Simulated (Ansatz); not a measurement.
System: CsCl-type NiAl. Method: B3LYP (VWN-RPA form) (PAW; Ansatz, a first-principles code).

Numerical settings: plane-wave cutoff 460 eV, 10×10×10 k mesh, Fermi–Dirac smearing 0.05 eV, no spin polarisation, scalar-relativistic PAW data made under PBE.

Computed at the level's own relaxed cell.

Task: Predict the equilibrium volume per atom, bulk modulus B0, lattice constant a and pressure derivative B′ of the bulk modulus.

Result: 
equilibrium volume per atom: 12.04 Å³/atom
bulk modulus B0: 159 GPa
lattice constant a: 2.888 Å
pressure derivative B′ of the bulk modulus: 4.4

Measured, for comparison: equilibrium volume per atom 11.97 Å³/atom, lattice constant a 2.882 Å (extrapolated to 0 K, zero-point anharmonic expansion removed (Haas, Tran, Blaha 2009); as tabulated in Levämäki et al. (2014), arXiv:1402.3671); bulk modulus 156 GPa (room temperature, not corrected to a static lattice; as tabulated in Yamada et al. (2019), arXiv:1910.09660). Computed (rounded) less measured: equilibrium volume per atom +0.6 %, bulk modulus +2 %, lattice constant a +0.2 %. A static lattice is as a rule a little smaller and stiffer than an uncorrected measurement, which narrows the difference in the bulk modulus and would widen misses of the other sign.

Note: the run has no spin polarisation, so it can have missed a magnetic state.

Computed values are for the static lattice.
